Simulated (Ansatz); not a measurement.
The reference is Cs₂AgBiF₆ (space group Fm-3m, No. 225; a = 9.5412 Å; a cell from a computed database, its experimental status unchecked). Axes: x, y, z lie along the cube axes.

Method: PBE (Ansatz, a first-principles code; PAW; 420 eV plane waves; spin-orbit coupling left out).

Perturbation: uniaxial strain ε_zz = +2.37 %, all other strain components held at zero; the atoms relax in the strained cell.

**Question.** Predict the stress tensor and what it implies for the stiffness.

**Answer.** Stress of the strained cell less that of the base (GPa, compression positive):
```
  -0.59    0.00    0.00
   0.00   -0.59    0.00
   0.00    0.00   -0.88
```

Then −Δσ_ii/ε with ε = 0.0237 gives secant stiffness values (nonlinear terms included at this strain): C33 ≈ 37 GPa, C13 ≈ 25 GPa and C23 ≈ 25 GPa.

Whether these cells are dynamically stable was not tested.
